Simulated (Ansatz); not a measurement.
Take PbSe in the rock salt structure (space group Fm-3m, No. 225; a = 6.217 Å) as the base.

Structures relaxed with PBE (Ansatz, an electronic-structure program), no spin-orbit coupling.

Base:

Simulated powder pattern, Cu Kα1, λ = 1.54056 Å (kinematic, ideal powder, no thermal factors, no anomalous dispersion; the 14 strongest lines at most, above 2 %, up to 2θ = 90°):

```tsv
2θ (°)	I/Imax (%)	hkl
24.78	36	(111)
28.69	100	(200)
41.03	77	(220)
48.52	19	(311)
50.83	28	(222)
59.42	13	(400)
65.37	8.3	(331)
67.29	37	(420)
74.74	27	(422)
80.15	6.5	(511)
88.99	9.2	(440)
```

After one change:

Simulated powder pattern, Cu Kα1, λ = 1.54056 Å (kinematic, ideal powder, no thermal factors, no anomalous dispersion; the 14 strongest lines at most, above 2 %, up to 2θ = 90°):

| 2θ (°) | I/Imax (%) |
|---|---|
| 29.05 | 37 |
| 33.66 | 100 |
| 48.35 | 73 |
| 57.40 | 18 |
| 60.20 | 26 |
| 70.78 | 12 |
| 78.26 | 7.8 |
| 80.71 | 34 |

Q: Which of these changes matches the shifts?
A) pressure −2 GPa
B) pressure 45 GPa
C) pressure 60 GPa
D) pressure −1 GPa

A: C, pressure 60 GPa. Its volume per atom is 18.82 Å³ against 30.04 Å³, and its space group is Fm-3m (No. 225).

The mesh was chosen for an insulator and is coarse for the gapless case. Load acts through the strain it causes; cell and atoms are relaxed under it. Whether these cells are dynamically stable was not tested. No other phases were tried under pressure. All final runs are without spin polarisation.
